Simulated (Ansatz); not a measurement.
Levels about the gap of amorphous Si$_{30}$N$_{41}$Ga (72 atoms in a cell of 811 Å³, 3.04 g/cm³; zone centre alone, so wide bands show as single levels with stretches between that a denser mesh fills), at the geometry that PBE relaxed, where it gives -0.6 GPa on a denser mesh. The participation number counts the atoms over which a state spreads; weights are charges in smoothed Voronoi cells. The levels come from a single point, so bond lengths are those of that geometry. Method of the levels: PBE, scalar-relativistic without spin-orbit coupling (Ansatz, an electronic-structure program). Sampling: the zone centre alone; Fermi-Dirac width 0.02 eV; no spin polarisation. At PBE the levels at the filled edge of the gap are localised (band-tail or defect states), and the nearest spread-out levels lie 3.0 eV apart at the zone centre.

A CHGNet melt-quench gave the starting glass, which DFT then relaxed. N atoms were pushed apart under 1.9 Å during the dynamics, to hinder bonds among them. The hot cell started wider than the set density and was brought back towards it in steps. It is the lowest in DFT energy of 2 quenches. It is a model cell: composition and starting density were chosen by hand, and all elements were melted together. No dispersion term was used. Its density started from a set value of 3.04 and ended at 3.04 g/cm³. The quench (nominally 300 K/ps over its main leg) was far faster than any real one, so the model tends to hold more defects than a real film. Values belong to this one cell and scatter from quench to quench. The volume was held where the preparation left it and the shape relaxed, at a PBE pressure of -0.6 GPa (tension). Stress components on the final sampling reach 0.7 GPa. On a 2×2×2 Γ-centred mesh force components of up to 0.17 eV/Å stay, since the relaxation ran on the zone centre alone.

```json
[
 {"E - E(highest filled), eV": "-0.55", "filling": "filled", "participation number": "16.6", "largest on": "N, 2 neighbours", "weight N": "0.89", "weight Si": "0.11", "weight Ga": "0.00"},
 {"E - E(highest filled), eV": "-0.45", "filling": "filled", "participation number": "10.7", "largest on": "N, 3 neighbours", "weight N": "0.89", "weight Si": "0.10", "weight Ga": "0.01"},
 {"E - E(highest filled), eV": "-0.40", "filling": "filled", "participation number": "14.2", "largest on": "N, 3 neighbours", "weight N": "0.89", "weight Si": "0.10", "weight Ga": "0.01"},
 {"E - E(highest filled), eV": "-0.37", "filling": "filled", "participation number": "17.7", "largest on": "N, 3 neighbours", "weight N": "0.90", "weight Si": "0.10", "weight Ga": "0.00"},
 {"E - E(highest filled), eV": "-0.26", "filling": "filled", "participation number": "16.8", "largest on": "N, 3 neighbours", "weight N": "0.91", "weight Si": "0.09", "weight Ga": "0.00"},
 {"E - E(highest filled), eV": "-0.14", "filling": "filled", "participation number": "6.1", "largest on": "N, 2 neighbours", "weight N": "0.89", "weight Si": "0.10", "weight Ga": "0.00"},
 {"E - E(highest filled), eV": "0.00", "filling": "filled", "participation number": "7.2", "largest on": "N, 3 neighbours", "weight N": "0.88", "weight Si": "0.12", "weight Ga": "0.00"},
 {"E - E(highest filled), eV": "2.72", "filling": "empty", "participation number": "29.4", "largest on": "Ga, 3 neighbours", "weight N": "0.50", "weight Si": "0.38", "weight Ga": "0.11"},
 {"E - E(highest filled), eV": "3.22", "filling": "empty", "participation number": "17.1", "largest on": "Si, 4 neighbours", "weight N": "0.46", "weight Si": "0.40", "weight Ga": "0.14"},
 {"E - E(highest filled), eV": "3.61", "filling": "empty", "participation number": "33.7", "largest on": "Si, 4 neighbours", "weight N": "0.42", "weight Si": "0.52", "weight Ga": "0.05"},
 {"E - E(highest filled), eV": "3.66", "filling": "empty", "participation number": "20.9", "largest on": "Si, 4 neighbours", "weight N": "0.43", "weight Si": "0.56", "weight Ga": "0.01"},
 {"E - E(highest filled), eV": "3.92", "filling": "empty", "participation number": "33.3", "largest on": "Si, 4 neighbours", "weight N": "0.46", "weight Si": "0.53", "weight Ga": "0.01"},
 {"E - E(highest filled), eV": "4.02", "filling": "empty", "participation number": "35.7", "largest on": "Si, 4 neighbours", "weight N": "0.45", "weight Si": "0.52", "weight Ga": "0.02"},
 {"E - E(highest filled), eV": "4.24", "filling": "empty", "participation number": "36.5", "largest on": "Si, 4 neighbours", "weight N": "0.46", "weight Si": "0.51", "weight Ga": "0.03"}
]
```

Most localised among these is the filled level at -0.14 eV, on a N atom, which has 2 neighbours (Si 1.64 Å, Si 1.68 Å).
